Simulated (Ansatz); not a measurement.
For SrLaAlO4 (I4mm, No. 107, 7 atoms in the cell; start mp-1218184), PBEsol (plane waves, PAW; Ansatz, an electronic-structure program) gives:

* **equilibrium lattice constant a**: 3.753 Å
* **lattice parameter c**: 12.412 Å
* **bulk modulus**: 160 GPa
* **band gap**: 3.01 eV

What does r²SCAN (Ansatz, plane waves, PAW) give for the same quantities?


- lattice constant a: 3.766 Å (goes up by 0.3 %)
- lattice parameter c: 12.511 Å (increases by 0.8 %)
- bulk modulus: 161 GPa (hardly moves)
- band gap: 3.53 eV (grows by 0.52 eV)

Changes are worked out from the printed values.

Unless a cell is named, each level is at its own relaxed cell (PBEsol 12.49, r²SCAN 12.67 Å³/atom).

Levels without +SOC have no spin–orbit coupling; where heavier elements are present it shifts gaps, mostly down, and can invert bands. Density-functional gaps are differences of (generalised) Kohn–Sham levels.

Caveats: the bulk modulus is −V dP/dV from two relaxed cells at ±2 % in volume (PBEsol, r²SCAN); the relaxation could not lower the start's symmetry, so the cell can be a saddle point above a distorted one (PBEsol, r²SCAN). Ansatz's density-functional and Hartree–Fock values are scalar-relativistic unless marked +SOC, with PAW data made under PBE.

A start named mp-… is a Materials Project structure, which need not be a measured phase.
